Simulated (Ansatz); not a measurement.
Base system: Hf in the hcp (Mg type) structure (space group P6_3/mmc, No. 194; a = 3.117 Å, c = 4.950 Å; relaxed with 0.1 eV smearing). Axes: x lies along a and z along c of the hexagonal cell.

Computed with LDA (Ansatz, an electronic-structure program; PAW; 420 eV plane waves; without spin-orbit coupling).

One thing is altered: an isotropic linear strain of −3.00 %, atoms relaxed at fixed cell.

Question: Predict the stress tensor and what it implies for the stiffness.

Answer: Stress of the strained cell less that of the base (GPa, compression positive):
```
   12.5     0.0     0.0
    0.0    12.5     0.0
    0.0     0.0    13.6
```

Then B = −ΔP/(ΔV/V₀) with ΔV/V₀ = -0.0873 gives secant stiffness values (nonlinear terms included at this strain): B (at held cell shape, above the free-shape value) ≈ 147 GPa.

As a check, the harmonic strain energy −½ V₀ Δσ:ε is 75 meV/atom; the computed energy rise is 68 meV/atom.

No phonon test of stability was made. All final runs are without spin polarisation.
